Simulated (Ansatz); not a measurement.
The starting structures come from a database of crystals and need not be the phases stable at ambient conditions.

Tunnelling through a barrier is set by its complex band structure: the current falls as exp(−2κd) with the smallest κ.

Consider the following.

```
MoCl2H2O3
1.0
    3.88560     0.00000     0.00000
    0.00000     9.06548     0.00000
    0.00000     0.00000     7.02366
H Mo Cl O
4 2 4 6
Direct
  0.13999   0.58648   0.41711
  0.86001   0.91352   0.91711
  0.13999   0.41352   0.41711
  0.86001   0.08648   0.91711
  0.29740   0.50000   0.80836
  0.70260   0.00000   0.30836
  0.22072   0.75162   0.74827
  0.77928   0.74838   0.24827
  0.22072   0.24838   0.74827
  0.77928   0.25162   0.24827
  0.23988   0.50000   0.47979
  0.76012   0.00000   0.97979
  0.25269   0.50000   0.04682
  0.74731   0.00000   0.54682
  0.74452   0.50000   0.77705
  0.25548   0.00000   0.27705
```

Space group of this cell: Pmn2_1. The cell was relaxed by PBE-D3(BJ); by r2SCAN its mean pressure is -1.2 GPa.

Transport runs along the normal of the first two printed cell vectors.

No gap correction and no spin-orbit coupling; mid-gap values are interpolated between computed energies.

Problem. Compute, with r2SCAN in Ansatz (a first-principles code), the band gap and the smallest decay constant κ at mid-gap.

Solution. Gap 2.62 eV on a 8×4×4 mesh; κ = 0.428 1/Å, at the zone centre.
